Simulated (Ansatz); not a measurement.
## Short convergence ladders for CaGe₂Pd₂ (I4mm, 5 atoms in the cell)

```xyz
5
Lattice="-2.1438 2.1438 5.0308 2.1438 -2.1438 5.0308 2.1438 2.1438 -5.0308" Properties=species:S:1:pos:R:3 pbc="T T T"
Ca     0.0000     0.0000     0.0500
Ge     0.0000     0.0000     3.7853
Ge     0.0000     0.0000     6.2763
Pd     0.0000     2.1438     2.5154
Pd     2.1438     0.0000     2.5154
```

Base method: PBEsol, default PAW files made with PBE (plane waves; Ansatz, an electronic-structure program).

Base settings: basis.ecutwfc = 420 eV; kpoints.mp_grid.grid = 9 9 9; hamiltonian.xc = pbesol; hamiltonian.pseudopotentials = {kind: paw} (the program's default PAW files); scf.occupations.method = gaussian; scf.occupations.width = 0.1 eV.

The count of work is k-points × plane waves × bands × iterations; it is no time. Core times come from one kind of shared machine, to one figure; runs under 30 s give none.

**The k-point mesh**

The second cell is the first with its lattice scaled by 0.98.

Only quantities that move along the ladder and can be compared are tabulated.

| kpoints.mp_grid.grid | free energy less the last step's (meV/atom) | energy of the compressed cell less the first (meV/atom) | pressure (GPa) | largest difference of a force vector from the last step's (eV/Å) | count of work / last | core time / last (rough) |
|---|---|---|---|---|---|---|
| 2 2 2 | -119.23 | 6.47 | -2.54 | 0.995 | 0.010 | – |
| 4 4 4 | 18.77 | 22.85 | -0.11 | 0.164 | 0.037 | – |
| 6 6 6 | -1.10 | 19.81 | -0.61 | 0.043 | 0.086 | – |
| 8 8 8 | 0.60 | 20.41 | -0.53 | 0.039 | 0.17 | – |
| 9 9 9 | 0.65 | 20.29 | -0.53 | 0.021 | 0.21 | – |
| 11 11 11 | 0.18 | 20.35 | -0.54 | 0.043 | 0.36 | 0.4 |
| 14 14 14 | -0.31 | 20.38 | -0.54 | 0.004 | 0.70 | 1 |
| 16 16 16 | 0.00 | 20.32 | -0.55 | 0.000 | 1.0 | 1 |

Coarsest kpoints.mp_grid.grid that holds the energy of the compressed cell less the first within 0.2 meV/atom of the last step, with all finer ones: 8 8 8, at 0.17 of the last step's count of work; the step before is off by 0.51 meV/atom.

Coarsest kpoints.mp_grid.grid that holds the free energy within 2 meV/atom of the last step, with all finer ones: 6 6 6, at 0.086 of the last step's count of work; the step before is off by 19 meV/atom.

Coarsest kpoints.mp_grid.grid that holds the forces within 0.01 eV/Å of the last step, with all finer ones: 14 14 14; the step before is off by 0.043 eV/Å.

The energy difference between the two cells stays within 1 meV/atom of the last step's from 6 6 6 on, the total only from 8 8 8 on: much of the error is common to both cells and cancels.

**The k-point mesh at a smearing width of 0.3 eV**

In this ladder: scf.occupations.width = 0.3 eV.

Only quantities that move along the ladder and can be compared are tabulated.

```csv
kpoints.mp_grid.grid,free energy less the last step's (meV/atom),pressure (GPa),largest difference of a force vector from the last step's (eV/Å),count of work / last,core time / last (rough)
4 4 4,13.10,-0.21,0.078,0.018,–
5 5 5,-1.14,-0.49,0.024,0.025,–
6 6 6,-1.17,-0.50,0.008,0.041,–
8 8 8,0.12,-0.48,0.007,0.081,–
12 12 12,0.01,-0.48,0.000,0.22,0.2
17 17 17,0.00,-0.48,0.000,0.56,0.8
21 21 21,0.00,-0.48,0.000,1.0,1
```

Coarsest kpoints.mp_grid.grid that holds the free energy within 5 meV/atom of the last step, with all finer ones: 5 5 5, at 0.025 of the last step's count of work; the step before is off by 13 meV/atom.

Coarsest kpoints.mp_grid.grid that holds the forces within 0.02 eV/Å of the last step, with all finer ones: 6 6 6, at 0.041 of the last step's count of work; the step before is off by 0.024 eV/Å.

Coarsest kpoints.mp_grid.grid that holds the pressure within 0.05 GPa of the last step, with all finer ones: 5 5 5, at 0.025 of the last step's count of work; the step before is off by 0.27 GPa.

**The width of cold smearing**

In this ladder: kpoints.mp_grid.grid = 15 15 15; scf.occupations.method = cold.

Narrow widths need finer meshes than wide ones, so the last steps can hold mesh noise.

Only quantities that move along the ladder and can be compared are tabulated; pressure and forces are left out, as mesh noise rules them at narrow widths.

| scf.occupations.width | free energy less the last step's (meV/atom) | core time / last (rough) |
|---|---|---|
| 1 eV | -1.19 | 2 |
| 0.5 eV | 1.02 | 1 |
| 0.3 eV | 0.62 | 1 |
| 0.1 eV | 0.00 | 1 |

Widest scf.occupations.width that holds the free energy within 0.5 meV/atom: not settled: the last two steps still differ by 0.62 meV/atom, over half the tolerance, so the ladder does not show it.

On the base run: the starting cell comes from a database of computed structures (which also holds hypothetical and non-ambient phases and stackings), without a prior relaxation at this level. Its lattice was rescaled by up to half a per cent. One atom was moved a little off its site on purpose. Spin polarisation is off. Ansatz's pressure includes its estimate of the finite-basis (Pulay) stress.

Left out of this page: 2 runs of the series outside the window shown, repeating another row's setting, or not comparable.

Keys are those of Ansatz 0.2.
